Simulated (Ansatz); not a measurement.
A zone-centre phonon calculation of MoOs (P-6m2, 2 atoms in the cell) with Ansatz (a first-principles code).

Method: LDA (PW92), PAW files made with PBE (plane waves; Ansatz).

```xyz
2
Lattice="2.7773 0.0000 0.0000 -1.3887 2.4052 0.0000 0.0000 0.0000 4.4998" Properties=species:S:1:pos:R:3 pbc="T T T"
Mo     1.3887     0.8017     2.2499
Os     0.0000     1.6035     0.0000
```

Reference input (self-consistent single point, DFT, PBEsol, plane waves, PAW files made with PBE): kpoints.mp_grid.grid = 14 14 7; hamiltonian.xc = pbesol; hamiltonian.pseudopotentials = {kind: paw} (an earlier, softer set of the program's PAW files); scf.occupations.method = fermi_dirac; scf.occupations.width = 0.0037 Ry. This run's input differs from it in these lines:

Ansatz 0.2 input:
```diff
@@ -12,3 +12,3 @@
 hamiltonian:
-  xc: pbesol
+  xc: lda
   pseudopotentials:
@@ -20,6 +20,4 @@
     width: 0.0037 Ry
-output:
-  forces: true
-  eigenvalues: true
-  stress: true
+phonons:
+  method: dfpt
```

Log, with long lists cut:

```
SCF iter   1: F=—  HF=-15963.375625 eV  |F-HF|=—  |Δ(HF+E_count)|=         —  Δρ=1.02e-1  dr2=5.13e0  ethr=3.10e-3  ⟨swp⟩=4.5  Hψ=17452  notcnv=0
all-band conjugate gradients solve this SCF's bands
preconditioner: auto → none
SCF iter   2: F=—  HF=-15962.687831 eV  |F-HF|=—  |Δ(HF+E_count)|=   6.88e-1  Δρ=6.89e-2  dr2=2.88e0  ethr=3.10e-3  ⟨swp⟩=2.8  Hψ=8930  notcnv=0  defer=2
   [... lines left out ...]
SCF iter   8: F=—  HF=-15962.216831 eV  |F-HF|=—  |Δ(HF+E_count)|=   3.27e-6  Δρ=3.01e-6  dr2=2.76e-9  ethr=1.02e-9  ⟨swp⟩=2.2  Hψ=5586  notcnv=0  defer=2
SCF iter   9: F=—  HF=-15962.216831 eV  |F-HF|=—  |Δ(HF+E_count)|=  7.53e-10  Δρ=7.57e-7  dr2=3.99e-10  ethr=9.20e-12  ⟨swp⟩=2.2  Hψ=6731  notcnv=0  defer=2
SCF iter  10: F=—  HF=-15962.216831 eV  |F-HF|=—  |Δ(HF+E_count)|=  4.00e-11  Δρ=2.09e-7  dr2=3.49e-11  ethr=1.33e-12  ⟨swp⟩=1.0  Hψ=4331  notcnv=0  defer=2
SCF iter  11: F=-15962.216831 eV  HF=-15962.216831 eV  |F-HF|=1.09e-11  |Δ(HF+E_count)|=    0.00e0  Δρ=2.51e-8  dr2=5.18e-13  ethr=1.00e-12  ⟨swp⟩=4.9  Hψ=15412  notcnv=0
SCF 1 converged in 11 iterations: F = -15962.216831 eV  dr2 = 5.18e-13
DFPT response loops at Γ: preconditioner auto → Kerker (q_TF=auto, 2.727 Å⁻¹) (partly filled bands, converged f_vac=0.000) …
Free energy (F): -15962.216831 eV
Internal energy: -15962.200588 eV  (E = F + TS)
E sigma→0 (E₀):  -15962.208709 eV
Entropy (-TS):   -0.016243 eV (-8.122 meV/atom)
Fermi energy:    22.177866 eV
--- Phonons (Γ-DFPT): 4 representative perturbations + reference, on 228 of 1372 k-points (Σ response iterations 12) ---
  k mesh reduced under 4 symmetry operations, with k and −k counted as one. Each operation leaves every solved displacement unchanged or reverses it
  ASR residual: 4.316e-4 → 0.000e0 eV/Å²; symmetrization residual: 1.131e-5 eV/Å²
  ASR residual per site (eV/Å²): 4.32e-4 2.10e-4
  Γ frequencies (cm⁻¹): 0.00 0.00 0.00 105.76 111.89 111.89
  non-analytic LO–TO correction: not included (Born effective charges unavailable; polar crystals: no LO–TO splitting at Γ)
```

The run converged in 11 iterations. 

Summary of the result:
Free energy E − TS (on the zero of these files): -15962.2168 eV
Fermi level (on the code's own zero): 22.18 eV
Zone-centre frequencies (cm⁻¹; negative means imaginary): 0, 0, 0, 106, 112, 112

The starting cell comes from a database of computed structures (which also holds hypothetical and non-ambient phases and stackings), without a prior relaxation at this level. Its lattice was rescaled by a random factor within 2.5 % of one. Spin polarisation is off.

Cost on one core of a shared machine: roughly 2 min.
